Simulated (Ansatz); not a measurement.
The parent structure is MgTe in the zinc blende structure (space group F-43m, No. 216; a = 6.438 Å). Axes: x, y, z lie along the cube axes.

All numbers come from PBEsol/PAW in Ansatz (an electronic-structure program), no SOC, earlier PAW set.

For the base:

| Quantity | Result |
|---|---|
| Valence-band top at Γ | 0.00, 0.00, 0.00 eV |
| Pressure | 0.00 GPa |
| Band gap | 2.35 eV |

Modification: biaxial strain −2.99 %, plane normal [110], relaxed out of plane (Cartesian); in-plane vectors clamped, the third vector and the atoms free.

Question: What happens to the valence-band top at Γ, ratio −ε⊥/ε∥, pressure and band gap?

Answer: The valence-band top at Γ (three highest levels, from the VBM) changes from 0.00, 0.00, 0.00 eV to 0.00, -0.14, -0.38 eV; the ratio −ε⊥/ε∥ comes out as 1.06; the pressure (mean of the normal stresses, compression positive) goes from zero to 1.04 GPa; the band gap shrinks by 0.10 eV (2.35 eV → 2.25 eV).

With Te present, leaving out spin-orbit coupling can change the band edges. Whether these cells are dynamically stable was not tested.
